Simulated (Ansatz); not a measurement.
Consider MgTe in the zinc blende structure (space group F-43m, No. 216; a = 6.368 Å).

The values are results of LDA in Ansatz (plane waves to 420 eV, PAW, scalar-relativistic without spin-orbit coupling), not measurements.

For the base:

```
Item        Result
--------  --------
Pressure  0.01 GPa
```

Now apply this change: the cell is scaled by 1.0150 in all directions, atoms relaxed at fixed cell.

Q: How does this affect the energy relative to the base?

A: The energy goes up by 7.5 meV/atom.

Q: Estimate the effect on the pressure.

A: The pressure drops by 1.58 GPa, from 0.01 GPa to -1.57 GPa.

The cells carry an imposed strain or load. Whether these cells are dynamically stable was not tested.

Ansatz is a quantum-chemistry and plane-wave program.
